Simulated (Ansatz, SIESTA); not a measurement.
# Code comparison for Mg6SbMo (Amm2, 8 atoms in the cell)

Relaxation of cell and atoms.

```xyz
8
Lattice="5.0033 0.0000 0.0000 0.0000 3.1125 5.2674 0.0000 -3.1125 5.2674" Properties=species:S:1:pos:R:3 pbc="T T T"
Mg     0.0000    -1.5923     6.1253
Mg     0.0000     1.5923     6.1253
Mg     0.0000     0.0000     3.5220
Mg     2.5017    -1.6186     4.3639
Mg     2.5017     1.6186     4.3639
Mg     2.5017     0.0000     1.7532
Sb     2.5017     0.0000     7.1190
Mo     0.0000     0.0000     8.7666
```

Shared settings, as Ansatz (a quantum-chemistry and plane-wave program) writes them: kpoints.mp_grid.grid = 4 3 3; scf.occupations.method = gaussian; scf.occupations.width = 0.1 eV. Potentials and cutoffs stand in the table.

```csv
code,model,final volume (Å³/atom),cutoff
Ansatz,"PBEsol, PAW files made with PBE",19.99,420 eV
SIESTA,"GGA PBEsol, numerical atomic orbitals DZP, PseudoDojo PBEsol standard norm-conserving potentials (rewritten from UPF to PSML)",21.01,grid 400 Ry
```

On Ansatz's run: spin-orbit coupling is off. Spin polarisation is off.

The spread over the programs that give each value: final volume within 1.02 Å³/atom.

SIESTA uses small atom-centred bases, whose incompleteness enters pressures, forces and empty levels differently from a plane-wave cutoff. The programs treat the finite-basis stress differently while the cell relaxes: Ansatz adds an estimate of it.

The shared mesh is coarse (it stands for a supercell whose shortest vector is 18 Å), so the values are not converged in it.

The starting cell comes from a database of computed structures (which also holds hypothetical and non-ambient phases and stackings), without a prior relaxation at this level.

Keys are those of Ansatz 0.2.
